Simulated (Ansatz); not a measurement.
CsPbCl3: band gap against strain

CsPbCl3 (cubic perovskite, Pm-3m, 35.477 Å³/atom at rest) under an equal strain ε in the (001) plane with the normal axis free, as in a coherent film. PBEsol in Ansatz, a plane-wave DFT program (PAW, default set), 420 eV, 6×6×6 Γ-centred mesh, Fermi-Dirac smearing 0.05 eV; ions are relaxed within the symmetry of each cell. Gaps are the smallest over the k-mesh and a band path, without spin-orbit coupling; in all rows the valence edge lies at about 1.0 Å⁻¹ from Γ and the conduction edge at about 1.0 Å⁻¹ from Γ.

Here s stands for strain and Eg for gap.

```
strain (%)  gap (eV)
----------  --------
-3.00              ?
-1.80           1.56
-1.20           1.66
-0.60           1.75
0.00            1.83
```

**Question.** Fit Eg against s with a straight line, and predict the withheld value at s = -3.00.

**Answer.** Means: s -0.90000, Eg 1.700. About the means, the sum of products is 0.27000 and the sum of squares of s is 1.8000; the slope is their ratio. Least squares gives Eg = 1.835 + 0.1500·s. Residuals (row less fit): -0.005, 0.005, 0.005, -0.005; standard error 0.007 (degrees of freedom: 2). Over these rows the gap moves by 15 ± 0.5 eV per unit strain. At the withheld row, Eg = 1.835 + 0.1500 × (-3.0) = 1.385 eV. The calculation gives 1.36 eV, 0.025 eV below the prediction (5.3 % of the range of Eg in the table). The row lies outside the fitted rows, so this is an extrapolation. From the scatter of the fitted rows alone, a prediction at this place has a standard error of 0.014 eV, so the miss is 1.8 times that.

The primitive cell can neither tilt nor turn polar against its symmetry, as such crystals can under strain. CsPbCl3 is here the ideal cubic form; the compound distorts at low or room temperature. Spin-orbit coupling is left out, which can shift this property for CsPbCl3. Rows are the converged runs of the series near zero and its far end; series whose fitted rows scatter by over a few per cent of the range, as at a crossing or softening among them, aren't shown in this form. Most that stay on the fit to the last digits aren't either.
